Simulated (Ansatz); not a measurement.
# CdTe under a change: pressure 10 GPa

Start from CdTe in the rock salt structure (space group Fm-3m, No. 225; a = 5.999 Å).

Now apply this change: cell and atoms relaxed at a pressure of 10 GPa.

Level of theory: PBEsol/PAW in Ansatz (a program for electronic structure), scalar-relativistic without spin-orbit coupling. k-mesh 13×13×13 (Γ-centred); smearing 0.05 eV (Fermi–Dirac).

```csv
quantity,base,changed,shift
density,7.38 g/cm³,8.41 g/cm³,+1.025 g/cm³
shortest interatomic distance,3.000 Å,2.872 Å,-0.1272 Å
enthalpy H = E + PV relative to the base's energy,–,+1.57 eV/atom,–
band gap,zero,zero,–
```

Final structure:

```xyz
2
Lattice="0.0000 2.8724 2.8724 2.8724 0.0000 2.8724 2.8724 2.8724 0.0000" Properties=species:S:1:pos:R:3 pbc="T T T"
Cd     0.0000     0.0000     0.0000
Te     2.8724     2.8724     2.8724
```

Load acts through the strain it causes; cell and atoms are relaxed under it. Whether these cells are dynamically stable was not tested. Competing high-pressure phases were not computed. The final runs are not spin-polarised. This is not the structure that CdTe has at room temperature and ambient pressure.
